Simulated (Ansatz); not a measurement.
Take an 8-atom supercell of CdTe in the zinc blende structure (space group F-43m, No. 216) at its relaxed geometry as the base.

```xyz
8
Lattice="-6.5576 0.0000 0.0000 0.0000 0.0000 6.5576 0.0000 6.5576 0.0000" Properties=species:S:1:pos:R:3 pbc="T T T"
Te    -1.6394     4.9182     4.9182
Te    -4.9182     1.6394     4.9182
Te    -4.9182     4.9182     1.6394
Te    -1.6394     1.6394     1.6394
Cd     0.0000     0.0000     0.0000
Cd    -3.2788     3.2788     0.0000
Cd    -3.2788     0.0000     3.2788
Cd     0.0000     3.2788     3.2788
```

All numbers come from r2SCAN in Ansatz (plane waves to 500 eV, PAW, without spin-orbit coupling).

One neutral defect a cell, atoms relaxed at fixed cell.

One change was made to it. Results:

```tsv
quantity	base	after
pressure	0.0 GPa	5.0 GPa
largest displacement of a host atom from its site in the perfect cell	–	1.58 Å
```

Which change produced these results?
A. Te on a Cd site (antisite)
B. Si on a Te site
C. Te interstitial (started 2.68 Å from the nearest host atom)

C, Te interstitial (started 2.68 Å from the nearest host atom). For comparison, the pressure in the other runs: Te on a Cd site (antisite) gives 1.1 GPa; Si on a Te site gives -2.0 GPa.

The magnetic state is the one reached from the starting moments; the real material's order can differ, and small cells can't hold many antiferromagnetic ones. In so small a cell the defect repeats every few ångströms: this is an ordered compound, not a dilute defect. The mesh was chosen for an insulator and is coarse for the gapless case. Seeded moments were not kept for Te interstitial (started 2.68 Å from the nearest host atom) and Te on a Cd site (antisite).

Ansatz is a quantum-chemistry and plane-wave program.
